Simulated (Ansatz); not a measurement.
## A computed series for SnSe2: pressure series

Start from SnSe2 in the CdI2 type structure (space group P-3m1, No. 164; layered, stacked along the Cartesian z axis).

```yaml
crystal:
  lattice:
    - [3.82584, 0.00000, 0.00000]
    - [-1.91292, 3.31327, 0.00000]
    - [0.00000, 0.00000, 6.23092]
  atoms:
    - { symbol: Sn, position: [0.00000, 0.00000, 0.00000] }
    - { symbol: Se, position: [0.33333, 0.66667, 0.25294] }
    - { symbol: Se, position: [0.66667, 0.33333, 0.74706] }
```

Cell and atoms are relaxed at each pressure.

The values are results of r2SCAN+rVV10 (Ansatz, a first-principles code; PAW; 500 eV plane waves; without spin-orbit coupling), not measurements.

Two rows of this table had their results exchanged by mistake.

| pressure | volume per atom (Å³) | shortest distance (Å) | band gap |
|---|---|---|---|
| pressure −1 GPa | 27.91 | 2.722 | 1.00 eV |
| pressure 0.9 GPa | 23.66 | 2.683 | 0.49 eV |
| pressure 2.1 GPa | 24.77 | 2.698 | 0.69 eV |
| pressure 4.5 GPa | 25.54 | 2.707 | 0.83 eV |
| pressure 9 GPa | 22.26 | 2.657 | 0.24 eV |
| pressure 15 GPa | 20.93 | 2.631 | zero |
| pressure 22.5 GPa | 19.77 | 2.601 | zero |
| pressure 30 GPa | 18.86 | 2.577 | zero |

Q: Which two?

A: The rows for pressure 0.9 GPa and pressure 4.5 GPa: the volume has to fall steadily with pressure, so 25.54 Å³ belongs to pressure 0.9 GPa and 23.66 Å³ to pressure 4.5 GPa.

A case with no gap was solved on a k-mesh chosen for an insulator, which is coarse for it. Load acts through the strain it causes; cell and atoms are relaxed under it. Stability against distortions was not tested. No other phases were tried under pressure. The final runs are not spin-polarised. A zero or small gap of SnSe2 under pressure 9 GPa, SnSe2 under pressure 15 GPa and SnSe2 under pressure 22.5 GPa can be the functional's error rather than a property of the material.
